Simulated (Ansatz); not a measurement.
System: W₃Si (model structure, started from the D03 type, Fm-3m, No. 225, 4 atoms in the cell). Method: LDA (PAW; Ansatz, a quantum-chemistry and plane-wave program).

Input file:

Ansatz 0.2 input:
```yaml
crystal:
  lattice:
    - [0.0, 3.0541176671, 3.0541176671]
    - [3.0541176671, 0.0, 3.0541176671]
    - [3.0541176671, 3.0541176671, 0.0]
  atoms:
    - { symbol: Si, position: [0.0, 0.0, 0.0] }
    - { symbol: W, position: [0.5, 0.5, 0.5] }
    - { symbol: W, position: [0.25, 0.25, 0.25] }
    - { symbol: W, position: [0.75, 0.75, 0.75] }
basis:
  ecutwfc: 520
  ecutrho_ratio: 4
  xc_grid: 2
kpoints:
  mp_grid: { grid: [14, 14, 14] }
hamiltonian:
  xc: lda
  dispersion: none
  pseudopotentials: { kind: paw }
scf:
  occupations: { method: fermi_dirac, width: 0.05 }
output:
  forces: true
  stress: true
  eigenvalues: true
relax:
  f_tol: 0.004
  escape_saddle: false
  max_steps: 80
```

Output (set-up and result lines):

```
WARN output.stress: scf.convergence.dr2_threshold = 1e-7 eV (the SCF's general default) is looser than the 4e-10 eV advised for a printed stress (1e-10 eV for …
Relaxation: its limit of steps is 80 (relax.max_steps)
Crystal: 4 atoms, lattice volume = 56.975 Å³
Basis set: ecut = 520 eV, 1471 PW (Γ), exchange–correlation on 72×72×72 points (8 copies of the dense FFT grid, shifted against one another)
Bands: 28, of which v1, the nominal top of the filled ones, is band 23 counted from 1 (22 counted from 0)
Symmetry: 48 space group operations
Space group: Fm-3m (ITA 225), of the structure as read, at distance tolerance 3.8e-5 Å
k-points: 104 of 2744
Functional: x = slater, c = lda
SCF iter   1: F=—  HF=-30997.622530 eV  |F-HF|=—  |Δ(HF+E_count)|=         —  Δρ=7.34e-3  dr2=3.85e-2
SCF iter   2: F=—  HF=-30997.615123 eV  |F-HF|=—  |Δ(HF+E_count)|=   7.41e-3  Δρ=3.52e-3  dr2=5.64e-3
  ...
SCF iter   5: F=—  HF=-30997.613512 eV  |F-HF|=—  |Δ(HF+E_count)|=   5.95e-6  Δρ=3.41e-5  dr2=5.99e-7
SCF iter   6: F=-30997.613512 eV  HF=-30997.613512 eV  |F-HF|=1.99e-8  |Δ(HF+E_count)|=   1.78e-7  Δρ=5.35e-6  dr2=2.36e-8
SCF 1 converged in 6 iterations: F = -30997.613512 eV  dr2 = 2.36e-8
relax step   1: F+E_penalty+E_count = -30997.61351191 eV  Δ(F+E_penalty+E_count) = +0.000e0 eV  max|allowed force component| = 6.939e-18 eV/Å  Δτ_max = 0.0000 Å  (6 SCF iters, accepted)
SCF converged after 6 iterations
Free energy (F): -30997.613512 eV
Internal energy: -30997.593363 eV  (E = F + TS)
E sigma→0 (E₀):  -30997.603438 eV
Fermi energy:    21.382935 eV
--- Forces (eV/Å), atoms counted from 1 ---
  atom   1  Si    -0.00000000     0.00000000     0.00000000
  atom   2  W      0.00000000    -0.00000000     0.00000000
  atom   3  W      0.00000000     0.00000000     0.00000000
  atom   4  W     -0.00000000     0.00000000     0.00000000
--- Stress (GPa, compression-positive) ---
        6.221221       0.000000       0.000000
        0.000000       6.221221       0.000000
        0.000000       0.000000       6.221221
  P = ⅓ Tr σ = 6.2212 GPa (62.212 kbar)
```

The cell is one volume of an energy–volume scan, off the minimum.

The PAW data were made under PBE.

Note: the run has no spin polarisation, so it can have missed a magnetic state. Note: the relaxation could raise the start's symmetry but not lower it, so the cell can be a saddle point.

It cost around 8 core-seconds (rough) of CPU time.

A model structure was made by putting elements into a prototype or built by hand; it is no filed structure, need not be a known phase, and can be a saddle point held by its symmetry.
